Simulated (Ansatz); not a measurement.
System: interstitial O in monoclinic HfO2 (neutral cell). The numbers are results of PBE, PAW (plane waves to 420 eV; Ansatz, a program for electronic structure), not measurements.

Settings: 96 host sites, the relaxed PBE lattice, the Γ point alone, smearing 0.01 eV, spin-restricted, no image-charge correction. Static, classical nuclei. Spin-orbit coupling is left out. The charge state is imposed; whether it is stable for some Fermi level was not computed. Sites that were not tried may lie lower.

Barriers: single points on a 2×2×2 k-point mesh shifted by half a step at the bands' geometries.

Relaxed starting cell (atoms counted from 1):

```
Hf32O65
1.0
   10.32305     0.00000     0.00000
    0.00000    10.42402     0.00000
   -1.79660     0.00000    10.55307
Hf O
32 65
Direct
  0.13970   0.22871   0.35183
  0.13751   0.22928   0.85187
  0.13625   0.73003   0.35166
  0.13761   0.72961   0.85268
  0.63999   0.22698   0.35450
  0.63750   0.22973   0.85166
  0.63778   0.72847   0.35344
  0.63744   0.73029   0.85363
  0.36023   0.27245   0.14260
  0.36231   0.27341   0.64268
  0.36238   0.77110   0.14383
  0.36171   0.77302   0.64538
  0.86379   0.27213   0.14364
  0.86135   0.27248   0.64442
  0.86052   0.77213   0.14431
  0.86226   0.77254   0.64452
  0.35882   0.48544   0.40084
  0.36198   0.47838   0.89205
  0.36299   0.97721   0.39280
  0.36160   0.98030   0.89394
  0.86211   0.47858   0.39319
  0.86246   0.47942   0.89387
  0.86223   0.97889   0.39470
  0.86175   0.97963   0.89469
  0.13743   0.02066   0.10215
  0.13815   0.02303   0.60158
  0.13786   0.52249   0.10291
  0.13584   0.52183   0.60313
  0.63676   0.02327   0.10357
  0.63753   0.02050   0.60233
  0.63737   0.52045   0.10064
  0.63812   0.52523   0.60466
  0.03384   0.08624   0.42216
  0.03348   0.08635   0.92248
  0.03309   0.58617   0.42267
  0.03371   0.58683   0.92301
  0.54214   0.07188   0.41896
  0.53296   0.08785   0.92328
  0.53059   0.59524   0.43079
  0.53283   0.58751   0.92213
  0.46839   0.40919   0.06291
  0.46398   0.42330   0.57984
  0.46590   0.91561   0.07476
  0.46523   0.91579   0.57536
  0.96710   0.41502   0.07379
  0.96436   0.41558   0.57436
  0.96547   0.91473   0.07444
  0.96693   0.91562   0.57442
  0.43940   0.28580   0.36947
  0.46613   0.33585   0.82094
  0.46494   0.83360   0.32305
  0.46584   0.83778   0.82505
  0.96835   0.33571   0.32469
  0.96649   0.33660   0.82397
  0.96524   0.83635   0.32393
  0.96626   0.83682   0.82453
  0.03370   0.16457   0.17244
  0.03340   0.16551   0.67228
  0.03191   0.66465   0.17241
  0.03284   0.66543   0.67308
  0.53218   0.16729   0.17595
  0.53442   0.16683   0.66883
  0.53223   0.66076   0.17395
  0.53398   0.66793   0.67544
  0.22137   0.37336   0.48870
  0.22393   0.37236   0.98696
  0.22443   0.87191   0.48624
  0.22458   0.87253   0.98621
  0.72151   0.37239   0.48557
  0.72545   0.37192   0.98485
  0.72633   0.87039   0.48789
  0.72347   0.87303   0.98763
  0.27572   0.13080   0.00901
  0.27666   0.12957   0.50806
  0.27549   0.62877   0.01018
  0.27429   0.62971   0.50983
  0.77480   0.12924   0.01089
  0.77615   0.13032   0.50992
  0.77469   0.62913   0.01039
  0.77621   0.62842   0.51043
  0.27177   0.11567   0.25637
  0.27580   0.12295   0.75867
  0.27334   0.62155   0.26059
  0.27455   0.62323   0.75923
  0.77455   0.12181   0.26112
  0.77537   0.12249   0.76046
  0.77456   0.62181   0.26048
  0.77547   0.62300   0.76082
  0.22706   0.37834   0.23739
  0.22373   0.37960   0.73711
  0.22337   0.87592   0.23557
  0.22405   0.88035   0.73657
  0.72921   0.37854   0.23490
  0.72479   0.38004   0.73640
  0.72333   0.87952   0.23682
  0.72464   0.87959   0.73746
  0.48806   0.38801   0.29185
```

End state 1 differs by these moves (Å; atoms that move under 0.08 Å are left out):

```
atom  element     Δx     Δy     Δz
----  -------  -----  -----  -----
17         Hf   0.04  -0.04  -0.05
31         Hf   0.04  -0.04  -0.05
37          O  -0.09   0.15   0.03
40          O   0.04  -0.10  -0.06
42          O   0.04  -0.10  -0.06
43          O  -0.09   0.15   0.03
49          O   0.37   0.57  -0.49
63          O   0.37   0.57  -0.49
81          O   0.04   0.07   0.04
95          O   0.04   0.07   0.04
97          O   0.40   2.35  -0.92
```

Q: Give the forward and backward barriers to end state 1 at the level PBE, PAW.

A: forward 0.64 eV, backward 0.64 eV; at the saddle point atom 97 has neighbours 2 Hf at 2.19; 2 O at 1.88 Å. The saddle point's order was not checked, and it lies on a symmetry element of the cell, where a band can be held.
